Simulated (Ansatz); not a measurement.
This Ansatz (a quantum-chemistry and plane-wave program) input is the reference run, W₂C (space group P-3m1, No. 164), computed with DFT with PBE-D3(BJ), PAW potentials and a 420 eV plane-wave cutoff in Ansatz, scalar-relativistic without spin-orbit coupling:

Ansatz 0.2 input:
```yaml
crystal:
  lattice:
    - [3.0347494942, 0, 0]
    - [-1.5173747471, 2.6281701561, 0]
    - [0, 0, 4.6563355804]
  atoms:
    - { symbol: C, position: [0, 0, 0] }
    - { symbol: W, position: [0.3333333333, 0.6666666667, 0.2551682542] }
    - { symbol: W, position: [0.6666666667, 0.3333333333, 0.7448317458] }
basis: { ecutwfc: 420, ecutrho_ratio: 4, xc_grid: 2, fft_grid_basis: typed }
kpoints: { mp_grid: { grid: [18, 18, 10] } }
hamiltonian:
  xc: pbe
  dispersion: d3bj
  pseudopotentials: { kind: paw }
scf: { occupations: { method: fermi_dirac, width: 0.05 }, convergence: { dr2_threshold: 0.0000000003 } }
output: { forces: true, stress: true }
```

### Question
Write the input for this change: a hydrostatic pressure of 0.3 GPa.

### Answer
Ansatz 0.2 input:
```yaml
crystal:
  lattice:
    - [3.0347494942, 0, 0]
    - [-1.5173747471, 2.6281701561, 0]
    - [0, 0, 4.6563355804]
  atoms:
    - { symbol: C, position: [0, 0, 0] }
    - { symbol: W, position: [0.3333333333, 0.6666666667, 0.2551682542] }
    - { symbol: W, position: [0.6666666667, 0.3333333333, 0.7448317458] }
basis: { ecutwfc: 420, ecutrho_ratio: 4, xc_grid: 2, fft_grid_basis: typed }
kpoints: { mp_grid: { grid: [18, 18, 10] } }
hamiltonian:
  xc: pbe
  dispersion: d3bj
  pseudopotentials: { kind: paw }
scf: { occupations: { method: fermi_dirac, width: 0.05 } }
relax: { f_tol: 0.01, max_steps: 60, cell: { stress_tol: 0.02, p_target: 0.3 } }
output: { forces: true, stress: true }
checkpoint: { write: state.ck, write_every: 1000 }
```
This is the input that was run.

Load acts through the strain it causes; cell and atoms are relaxed under it. No phonon test of stability was made. All final runs are without spin polarisation.
